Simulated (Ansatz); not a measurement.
Consider a periodic stack without vacuum, bcc V (1 1 1) on rock-salt PbS (1 1 1) (film strained to the substrate, started from cuts of the bulks and a machine-learned relaxation; slabs Pb4S4 and V12, which can lie off the formulas): substrate slab Pb4S4, film V12, surface cells [[0, 1], [-1, 0]] and [[1, -1], [0, 1]], film strained by +0.2 and +0.2 %, outermost planes S/Pb and V/V as cut, which need not be the usual terminations and can put a slab off its formula. Its start:

```xyz
20
Lattice="4.2486 0.0000 0.0553 -2.1243 3.6794 0.0206 -0.8699 1.9076 24.3428" Properties=species:S:1:pos:R:3 pbc="T T T"
Pb     2.4836     4.1528     2.6174
Pb    -0.1277     2.7338     6.0401
Pb     1.9717     1.5005     9.5505
Pb     2.2926     3.9602    12.9635
S      0.5695     3.2586     0.5023
S      2.1394     1.6131     4.1290
S      2.0155     3.9951     7.8249
S      0.1808     2.7661    11.3554
V      2.2769     1.4800    14.9491
V      0.1577     2.7175    14.1083
V      0.1330     2.6841    16.6580
V     -1.9790     3.9210    15.7791
V     -2.0164     3.8893    18.3787
V      2.2435     1.4470    17.5363
V      0.0855     5.0960    20.1233
V      0.0971     2.6530    19.2482
V      0.0470     2.6229    21.8583
V     -2.0593     3.8584    21.0054
V     -2.2029     3.8561    23.6580
V      0.0359     5.0635    22.6161
```

The start was prepared with a machine-learned potential, and the result is one local minimum, with the in-plane cell held and forces under 0.04 eV/Å; the film can end far from its bulk form.

Computed with PBE (plane waves to 420 eV, PAW; Ansatz, a quantum-chemistry and plane-wave program). Scalar-relativistic, without spin–orbit coupling; the runs are not spin-polarised. Its k-point mesh 9×9×1, Fermi–Dirac width 0.05 eV.

Problem. Predict the relaxed interface.

Solution. 
| Quantity | Result |
|---|---|
| interface area | 15.6 Å² |
| period | 24.92 Å |
| heights between the nearest atoms of the two slabs at the two interfaces | 1.61 and 0.63 Å |
| Pb–V contacts across the interfaces within 1.22 times the sum of covalent radii | 8, mean 3.09 Å |
| S–V contacts across the interfaces within 1.22 times the sum of covalent radii | 7, mean 2.60 Å |
